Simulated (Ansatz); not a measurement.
The starting structures come from a database of crystals and need not be the phases stable at ambient conditions.

Data:

```
CELL_PARAMETERS angstrom
      7.47895     0.00000     0.00000
     -3.73398     6.60030     0.00000
     -1.86699     3.30015     4.03876
ATOMIC_POSITIONS crystal
  Li 0.25000 0.69297 0.61406
  Li 0.75000 0.30703 0.38594
  Ta 0.50000 0.00000 0.00000
  Ta 0.00000 0.00000 0.00000
  Ge 0.75000 0.63828 0.72344
  Ge 0.25000 0.36172 0.27656
  O  0.94298 0.76316 0.47710
  O  0.05702 0.23684 0.52290
  O  0.55702 0.75974 0.47710
  O  0.44298 0.24026 0.52290
  O  0.34942 0.70385 0.98980
  O  0.65058 0.29615 0.01020
  O  0.15058 0.30635 0.98980
  O  0.84942 0.69365 0.01020
  O  0.25000 0.93278 0.13444
  O  0.75000 0.06722 0.86556
```

Space group of this cell: C2/c. The cell is taken as given; by r2SCAN its mean pressure is 0.7 GPa.

Transport runs along the normal of the first two printed cell vectors.

The gap is the functional's own. No spin-orbit coupling. Mid-gap values are interpolated on the energy grid.

Question: State the band gap and the smallest decay constant κ at mid-gap according to r2SCAN (Ansatz, an electronic-structure program).

Answer: Gap 4.40 eV on a 6×8×8 mesh; κ = 0.405 1/Å, at the zone centre.
